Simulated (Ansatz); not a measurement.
Structures of equal composition on the (0001) surface of 4H silicon carbide (Si plane on top): (√3x√3)R30° Ge adatom at H3; (√3x√3)R30° Ge adatom at T4. The slabs share one bottom face, and each structure is named by its start. These are constructed structures in small cells; real faces may alloy, dewet or reconstruct in larger ones, and not all known structures of the face are among them. Slabs of about 10 Å, Fermi-Dirac smearing of 0.025 eV. Bottom of the slabs: H caps. Relaxed from the named starts with such symmetry as they have, on meshes of like density; energies extrapolated to zero smearing; spin only where a row says so; no spin-orbit coupling, no U. Brackets mark spin-polarised runs, whose order is one that fits the cell. Where a second, spin-polarised start was run, the lower counts.

The numbers are results of PBE (plane waves to 420 eV, PAW; Ansatz, a program for electronic structure), not measurements.

### Question
Rank these by energy per 1x1 cell (lowest first), as PBE gives it.

### Answer
(√3x√3)R30° Ge adatom at T4 (0.000 eV [spin, 1.0 μB a cell], a narrow gap of 0.17 eV by band count), (√3x√3)R30° Ge adatom at H3 (0.144 eV [spin, 1.0 μB a cell], gap 0.30 eV on the mesh)
